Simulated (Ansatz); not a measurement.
## Habitual settings against a tight run: TiAu (Pmma, 4 atoms in the cell)

Self-consistent single point.

```
TiAu
1.0
    4.72399     0.00000     0.00000
    0.00000     3.02493     0.00000
    0.00000     0.00000     5.06427
Ti Au
2 2
Direct
  0.25000   0.00000   0.82019
  0.75000   0.00000   0.17981
  0.25000   0.50000   0.32411
  0.75000   0.50000   0.67589
```
Moments meant for the start (each program seeds them in its own way; μB, in the order of the atoms Ti Ti Au Au): 1.0 1.0 0.0 0.0.

Computed with LDA (PW92), harder PAW files (source: ansatz) made with PBE (plane waves; Ansatz, a program for electronic structure).

Base settings: basis.ecutwfc = 54.4 Ry; kpoints.mp_grid.grid = 7 10 6; hamiltonian.xc = lda; hamiltonian.pseudopotentials = {kind: paw, source: ansatz}; magnetization.spin_polarized = true; scf.occupations.method = cold; scf.occupations.width = 0.0147 Ry.

Tight run (finer mesh or higher cutoff; not a proven limit): basis.ecutwfc: 54.4 Ry → 76.1 Ry; kpoints.mp_grid.grid: 7 10 6 → 10 14 9; scf.convergence.dr2_threshold: default (1e-07 eV) → 1e-09 eV. It gave Fermi level (on the code's own zero) 15.82 eV; pressure -17.22 GPa; largest force (vector length) 0.330 eV/Å; size of the cell's spin moment 1.39 μB.

Quick runs, as changes from the base:
- A: the base itself
- B: basis.ecutwfc: 54.4 Ry → 38.2 Ry; kpoints.mp_grid.grid: 7 10 6 → 8 8 8; kpoints.mp_grid.shift: default → 0.5 0.5 0.5; scf.convergence.dr2_threshold: default (1e-07 eV) → 0.001 eV

Energies are extrapolated to zero smearing width, which holds to low order in the width alone.

The count of work is k-points × plane waves × bands × iterations; it is no time. 

Pressures in the table are Ansatz's without its Pulay estimate, at a fixed set of plane waves; the tight run's value above holds the estimate.

The starting cell comes from a database of computed structures (which also holds hypothetical and non-ambient phases and stackings), without a prior relaxation at this level. Its lattice was rescaled by a random factor within 2.5 % of one. The magnetic order is the one reached from the typed start; others were not searched systematically. In the base run, with a pressure of about -17 GPa the cell is away from its equilibrium volume at this level.

```tsv
run	energy less tight (meV/atom)	pressure less tight (GPa)	largest miss in a force vector (eV/Å)	count of work / tight
A	1.0	0.13	0.015	0.22
B	24.3	-2.13	0.004	0.069
```

Among the runs at the tight run's level, the energy misses run from 1.0 to 24.3 meV/atom.

Left out of this page: 4 runs of the series outside the window shown, repeating another row's setting, or not comparable.

Keys are those of Ansatz 0.2.
